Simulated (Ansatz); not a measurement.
## What a tighter setting buys: kpoints.mp_grid.grid, MgS (P6_3mc, 4 atoms in the cell)

```yaml
crystal:
  lattice:
    - [4.03462, 0.00000, 0.00000]
    - [-2.01731, 3.49408, 0.00000]
    - [0.00000, 0.00000, 6.43229]
  atoms:
    - { symbol: Mg, position: [0.66667, 0.33333, 0.49575] }
    - { symbol: Mg, position: [0.33333, 0.66667, 0.99575] }
    - { symbol: S, position: [0.33333, 0.66667, 0.37924] }
    - { symbol: S, position: [0.66667, 0.33333, 0.87924] }
```

Computed with PBE0 (plane waves, PAW; Ansatz, an electronic-structure program).

Base settings: basis.ecutwfc = 420 eV; kpoints.mp_grid.grid = 5 5 3; hamiltonian.xc = pbe0; hamiltonian.pseudopotentials = {kind: paw}, with the files named one by one; scf.occupations.method = gaussian; scf.occupations.width = 0.01 eV.

Misses are taken against the tightest run, 6 6 4, which need not be fully converged itself. The energy is the free energy per atom.

Core times come from one kind of shared machine and are given to one figure; runs under 30 s give none.

The starting cell comes from a database of computed structures (which also holds hypothetical and non-ambient phases and stackings), without a prior relaxation at this level.

```csv
kpoints.mp_grid.grid,energy less reference (meV/atom),core time / reference (rough)
3 3 2,18.07,–
4 4 2,2.59,0.4
4 4 3,2.53,0.4
5 5 3,0.41,0.5
6 6 4,0.00,1
```

Coarsest setting among those run that, with all tighter ones, holds the energy within 5 meV/atom of the reference: 4 4 2, off by 2.6 meV/atom; it needs about 0.4 of the reference's time.

Coarsest setting among those run that, with all tighter ones, holds the energy within 1 meV/atom of the reference: 5 5 3, off by 0.41 meV/atom; its saving against the reference is no more than about a factor of 2 in time.

Keys are those of Ansatz 0.2.
